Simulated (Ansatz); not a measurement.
# CaTiO3 (Cmcm, No. 63, 20 atoms in the cell; start mp-1205364; a measured phase of this formula has another space group)

Method: PBEsol in Ansatz (plane waves, PAW).

Settings: plane-wave cutoff 520 eV, 6×6×6 k mesh, Fermi–Dirac smearing 0.01 eV, no spin polarisation, scalar-relativistic PAW data made under PBE.

Cell (relaxed at this level):

CaTiO₃ is modelled in the orthorhombic space group Cmcm (No. 63), Pearson symbol oS40. Cell: a = 7.569 Å, b = 7.649 Å, c = 7.639 Å, α = 90.00°, β = 90.00°, γ = 90.00°. Ca1 on 4c sees 4 O at 2.312–2.335 Å and 2 O at 2.691 Å and 6 O at 2.946–3.053 Å. Ca2 on 4c sees 12 O at 2.457–3.228 Å. Ti on 8d is surrounded by 6 O at 1.943–1.951 Å (octahedral). O1 on 8g has 2 Ti at 1.943 Å and 4 Ca at 2.335–3.053 Å. O2 on 8f has 2 Ti at 1.951 Å and 1 Ca at 2.312 Å and 2 Ca at 2.674–2.691 Å and 1 Ca at 3.228 Å. O3 on 8e sees 2 Ti at 1.944 Å and 2 Ca at 2.457 Å and 2 Ca at 2.946 Å. (Neighbours: up to the widest gap in distance over summed covalent radii, below 1.35, at either atom; cation-cation and far metal-metal contacts left out.)
(The calculation used a cell of 20 atoms; values per cell refer to that cell.)

```yaml
band_gap: 2.18 eV (on the SCF k mesh)
```

Note: the relaxation could not lower the start's symmetry, so the cell can be a saddle point above a distorted one.

The computed numbers hold no vibrational or temperature effects.

Computing time: very roughly 7 core-minutes.

A start named mp-… is a Materials Project structure, which need not be a measured phase.

Ansatz is an electronic-structure program.
